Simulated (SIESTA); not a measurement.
Input and output of a self-consistent single point for CoGa (Pm-3m, 2 atoms in the cell) (SIESTA).

Method: LDA PW92, numerical atomic orbitals DZP, PseudoDojo LDA standard norm-conserving potentials (rewritten from UPF to PSML) (SIESTA 5.4.2).

```xyz
2
Lattice="2.8800 0.0000 0.0000 0.0000 2.8800 0.0000 0.0000 0.0000 2.8800" Properties=species:S:1:pos:R:3 pbc="T T T"
Ga     1.4400     1.4400     1.4400
Co     0.0000     0.0000     0.0000
```

Reference input (self-consistent single point, DFT, GGA PBE, numerical atomic orbitals DZP, PseudoDojo PBE standard norm-conserving potentials (rewritten from UPF to PSML)): XC.functional = GGA; XC.authors = PBE; potentials = PseudoDojo PBE standard; PAO.BasisSize = DZP; PAO.EnergyShift = 0.01 Ry; MeshCutoff = 400 Ry; kgrid.MonkhorstPack = 8 8 8; OccupationFunction = FD; ElectronicTemperature = 0.1 eV; MaxSCFIterations = 150; SCF.Mixer.Method = Pulay; SCF.Mixer.Weight = 0.1. This run's input differs from it in these lines:

```diff
@@ -1,2 +1,2 @@
-# files in the folder: Ga.psml Co.psml (PseudoDojo PBE standard)
+# files in the folder: Ga.psml Co.psml (PseudoDojo LDA standard)
 SystemName  CoGa
@@ -22,4 +22,4 @@
 
-XC.functional                GGA
-XC.authors                   PBE
+XC.functional                LDA
+XC.authors                   PW92
 PAO.BasisSize                DZP
```

The program printed (abridged):

```
        iscf     Eharris(eV)        E_KS(eV)     FreeEng(eV)     dDmax    Ef(eV) dHmax(eV)
   scf:    1    -6213.706889    -6230.027797    -6230.067670  2.433221 -2.727822 15.770107
   scf:    2    -6237.251036    -6234.456226    -6234.500495  0.551843 -3.707637  6.615629
   scf:    3    -6235.566162    -6235.317194    -6235.358706  0.377754 -4.335180  3.083919
   scf:    4    -6235.573908    -6235.470591    -6235.512966  0.412282 -4.490425  0.406711
   scf:    5    -6235.478209    -6235.476233    -6235.519058  0.008927 -4.451333  0.059276
   scf:    6    -6235.476445    -6235.476344    -6235.519129  0.005287 -4.460131  0.074410
   scf:    7    -6235.476395    -6235.476420    -6235.519262  0.003592 -4.452367  0.004914
   scf:    8    -6235.476425    -6235.476423    -6235.519261  0.000383 -4.453322  0.007547
   scf:    9    -6235.476410    -6235.476417    -6235.519263  0.000143 -4.452589  0.001168
   scf:   10    -6235.476414    -6235.476415    -6235.519263  0.000023 -4.452488  0.000070
SCF Convergence by DM+H criterion
max |DM_out - DM_in|         :     0.0000234241
max |H_out - H_in|      (eV) :     0.0000702875
SCF cycle converged after 10 iterations

Using DM_out to compute the final energy and forces

siesta: E_KS(eV) =            -6235.4764

siesta: E_KS - E_eggbox =     -6235.4764

siesta: Atomic forces (eV/Ang):
     1    0.000000    0.000000   -0.000000
     2   -0.000000   -0.000000   -0.000000
   Tot    0.000000    0.000000   -0.000000
   Max    0.000000
   Res    0.000000    sqrt( Sum f_i^2 / 3N )
   Max    0.000000    constrained

Stress tensor Voigt[x,y,z,yz,xz,xy] (kbar):      138.97      138.97      138.97        0.00        0.00       -0.00
(Free)E + p*V (eV/cell)    -6237.5912
Target enthalpy (eV/cell)    -6235.5193

siesta: Program's energy decomposition (eV):
siesta: FreeEng =     -6235.519263

   [... lines left out ...]
siesta:     0.086738   -0.000000    0.000000
siesta:    -0.000000    0.086738    0.000000
siesta:     0.000000    0.000000    0.086738

siesta: Cell volume =         23.887872 Ang**3

siesta: Pressure (static):
siesta:                Solid            Molecule  Units
siesta:          -0.00094470         -0.00094470  Ry/Bohr**3
siesta:          -0.08673791         -0.08673791  eV/Ang**3
siesta:        -138.96944497       -138.96944668  kBar
```

The run converged in 10 iterations. Against the reference run the pressure goes from 0.48 to -13.90 GPa.

The starting cell has typed, rounded lattice constants, without a prior relaxation at this level. Spin polarisation is off. Values carry the incompleteness of an atom-centred basis. With a pressure of about -14 GPa the cell is away from its equilibrium volume at this level.

Cost on one core of a shared machine: roughly 50 s.
